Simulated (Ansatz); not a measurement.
Start from BN in the zinc blende structure (space group F-43m, No. 216; a = 3.581 Å). Axes: x, y, z lie along the cube axes.

Structures relaxed with LDA (Ansatz, an electronic-structure program, PAW, no spin-orbit coupling).

Base:

Simulated powder pattern, Cu Kα, λ = 1.54184 Å (kinematic, ideal powder, no thermal factors, no anomalous dispersion; the 8 strongest lines at most, above 2 %, up to 2θ = 90°):

```
2θ (°)  I/Imax (%)    hkl
------  ----------  -----
43.79          100  (111)
51.01          4.8  (200)
75.03           38  (220)
```

After one change:

Simulated powder pattern, Cu Kα, λ = 1.54184 Å (kinematic, ideal powder, no thermal factors, no anomalous dispersion; the 8 strongest lines at most, above 2 %, up to 2θ = 90°):

```
2θ (°)  I/Imax (%)
------  ----------
42.98          100
43.95           31
50.34          6.3
73.25           25
74.64           24
88.86          7.6
89.53           15
```

Question: Which of these changes matches the shifts?
(A) biaxial strain +2.08 %, plane normal [111], relaxed out of plane
(B) biaxial strain −2.50 %, plane normal [111], relaxed out of plane
(C) biaxial strain −1.25 %, plane normal [111], relaxed out of plane
(D) biaxial strain +1.67 %, plane normal [111], relaxed out of plane

Answer: A, biaxial strain +2.08 %, plane normal [111], relaxed out of plane. Its volume per atom is 5.96 Å³ against 5.74 Å³, and its space group is R3m (No. 160).

No phonon test of stability was made.
